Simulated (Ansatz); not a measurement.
Pt on the 1x1 (10-10) surface of wurtzite AlN (cut with top plane Al + N), one in a 2x1 cell, energies for each (31.4 Å²). Energies are against an atom of fcc Pt, without zero-point or thermal terms; each row is named by its start. No converged result for: 1 more start.

Host crystal: wurtzite AlN, with a band gap (PBE, scalar-relativistic without spin-orbit coupling).

Level of theory: PBE (plane waves to 420 eV, PAW; Ansatz, a program for electronic structure).

Set-up: 33 atoms, 8.9 Å thick at the start under the adsorbate (thin: gaps and levels are the slab's own); mesh 3x4x1; 0.01 eV smearing; dipole correction on; 16 atoms held, the rest relaxed; each run with such symmetry as its start has; spin-polarised, no spin-orbit, no U, no dispersion correction.

A negative adsorption energy means that the adsorbate is more stable on the surface than in its reference. Starts that drift may end in the same place. Heights count from the host atoms within 0.3 Å of the top one.

```
starting site                   E_ads (eV)  height (Å)  nearest host atom (Å)   bonded to  change of the vacuum step (eV)  lateral drift (Å)  moment (μB)
------------------------------  ----------  ----------  ---------------------  ----------  ------------------------------  -----------------  -----------
top N                                 1.79        1.93                 N 2.00      Al + N                           -0.18                0.5          0.0
top Al                                1.79        1.93                 N 2.00      Al + N                           -0.17                1.2          0.0
hollow Al-Al-N-N                      1.79        1.93                 N 2.00      Al + N                           -0.17                1.4          0.0
hollow beside Al                       ___        1.60                 N 1.99    3 Al + N                           -0.35                0.8          0.0
bridge Al-Al-Al-N (span 3.1 Å)        2.32        1.63                 N 2.33  3 Al + 2 N                            0.07                0.3          0.0
```

Some entries are withheld; supply them.


- hollow beside Al, E_ads (eV): 1.34
